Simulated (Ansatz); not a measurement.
A (6,0) carbon nanotube has 24 atoms in a period of 4.262 Å, a mean diameter of 4.84 Å, and lies 353 meV/atom over the flat sheet relaxed at the same level.

These are PBE (plane waves to 420 eV, PAW; Ansatz, an electronic-structure program) values and carry that method's errors. Mesh 1×1×18. No spin polarisation. Periodic along z alone, with about 11 Å of vacuum beside it. An idealised model, rolled from the flat sheet. Only distortions within the start's symmetry and period were free.

Task: Which bending rigidity of the sheet does this imply in the thin-plate picture?

Result: A plate bent to radius R stores D/(2R²) an area. The area an atom is π × 4.84 × 4.262/24 = 2.70 Å², so the stored energy is 0.353/2.70 = 0.1307 eV/Å². With R = 2.420 Å, D = 2R² × 0.1307 = 1.5 eV. At this curvature the harmonic plate is a rough guide.
